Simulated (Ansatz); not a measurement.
Structures of equal composition on the (111)A surface of 3C silicon carbide (Si plane on top): (√3x√3)R30° Sb adatom at H3; (√3x√3)R30° Sb adatom at T4. The slabs share one bottom face, and each structure is named by its start. These are constructed structures in small cells; real faces may alloy, dewet or reconstruct in larger ones, and not all known structures of the face are among them. Slabs of about 10 Å with all that they carry, Fermi-Dirac smearing of 0.025 eV. Bottom of the slabs: H caps. Relaxed from the named starts with such symmetry as they have, on meshes of like density; energies extrapolated to zero smearing; no spin-orbit coupling, no U. Spin-polarised runs, if any, are marked in brackets, and their order is one that fits the cell; the others ran without spin. Where a second, spin-polarised start was run, the lower counts.

Host crystal: 3C silicon carbide, with a band gap (PBE, scalar-relativistic without spin-orbit coupling).

Method: HSE06, at the PBE geometry (plane waves to 420 eV, PAW; Ansatz, a first-principles code).

### Question
Put the candidates in order of energy per 1x1 cell, lowest first, for HSE06, at the PBE geometry.

### Answer
(√3x√3)R30° Sb adatom at T4 (0.000 eV), (√3x√3)R30° Sb adatom at H3 (0.124 eV)
